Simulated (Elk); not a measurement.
A self-consistent single point of MoPd (R-3m, 2 atoms in the cell) with Elk.

Computed with PBEsol, spin-orbit coupling in second variation, all-electron FP-LAPW, Elk's shipped species files, APW+lo basis with extra local orbitals (Elk).

```
CELL_PARAMETERS angstrom
      1.38767     0.80117     4.64477
     -1.38767     0.80117     4.64477
      0.00000    -1.60234     4.64477
ATOMIC_POSITIONS crystal
  Mo 0.00000 0.00000 0.00000
  Pd 0.50000 0.50000 0.50000
```

Reference input (self-consistent single point, DFT, PBEsol, all-electron FP-LAPW, Elk's shipped species files, APW+lo basis with extra local orbitals): xctype = 22; rgkmax = 7.5; stype = 0; swidth = 0.00183747 Ha; ngridk = 14 14 14; gmaxvr = 16 1/bohr; nxlo = 2; lorbcnd = true; rmtscf = 0.95; lmaxi = 3. This run's input differs from it in these lines:

```diff
@@ -5,2 +5,5 @@
   22
+
+spinorb
+  .true.
 
@@ -23,2 +26,5 @@
   3
+
+nempty
+  10
```

Log, with long lists cut:

```
│ Self-consistent loop started │
│ Loop number : 1 │
 total energy                :     -9066.51179683
 total moment                :  -0.1410917239E-20  0.1482867470E-21  0.9892672308E-22
│ Loop number : 2 │
 total energy                :     -9068.67920841
 total moment                :  -0.1965587130E-18  0.1172473496E-21 -0.4273206643E-21
RMS change in Kohn-Sham potential (target) :   0.4860294608     (  0.1000000000E-05)
Absolute change in total energy (target)   :    2.167411571     (  0.1000000000E-03)
│ Loop number : 3 │
 total energy                :     -9080.35931079
   [... lines left out ...]
 total energy                :     -9092.14995165
 total moment                :  -0.2013788633E-16 -0.1965276609E-21 -0.2123246446E-21
RMS change in Kohn-Sham potential (target) :   0.1162054763E-05 (  0.1000000000E-05)
Absolute change in total energy (target)   :   0.1016541009E-03 (  0.1000000000E-03)
│ Loop number : 16 │
 total energy                :     -9092.14997318
 total moment                :  -0.2015321045E-16  0.6391606065E-22  0.5306545483E-22
RMS change in Kohn-Sham potential (target) :   0.1439865863E-06 (  0.1000000000E-05)
Absolute change in total energy (target)   :   0.4694524796E-04 (  0.1000000000E-03)
Convergence targets achieved

│ Loop number : 17 │

Energies :
 Fermi                       :     0.397911426757
 xc effective B-field        :    -0.399654148822E-07
 external B-field            :      0.00000000000
 total energy                :     -9092.14998642
 (external B-field energy excluded from total)

Density of states at Fermi energy :    48.33437862
 (states/Hartree/unit cell)

Estimated indirect band gap :   0.1866011543E-03
 from k-point    129 to k-point     45
Estimated direct band gap   :   0.2069033474E-02
 at k-point     59

Charges :
 core                        :    56.00000000
 valence                     :    32.00000000
 interstitial                :    3.064885810
 muffin-tins (core leakage)
  species :    1 (Mo)
   atom    1                 :    40.09444769     (  0.8603829649E-06)
  species :    2 (Pd)
   [... lines left out ...]
 muffin-tins
  species :    1 (Mo)
   atom    1                 :   0.3991479708E-21  0.3124953354E-21  0.1347644079E-21
  species :    2 (Pd)
   atom    1                 :   0.3532278499E-21  0.7800577591E-23  0.6185580033E-23
 total in muffin-tins        :   0.7523758206E-21  0.3202959130E-21  0.1409499879E-21
 total moment                :  -0.2015610446E-16  0.4736301797E-21  0.2281650338E-21

│ Self-consistent loop stopped │
```

The run converged in 17 iterations. The count includes the last loop, which Elk runs after its targets are met. 

The starting cell comes from a database of computed structures (which also holds hypothetical and non-ambient phases and stackings), without a prior relaxation at this level. Values depend on the basis (sphere radii, cutoffs, local orbitals), which need not be converged. The log's line on a gap gives a spacing of levels on this mesh, which the program prints for metals too.

Cost on one core of a shared machine: roughly 4 min.
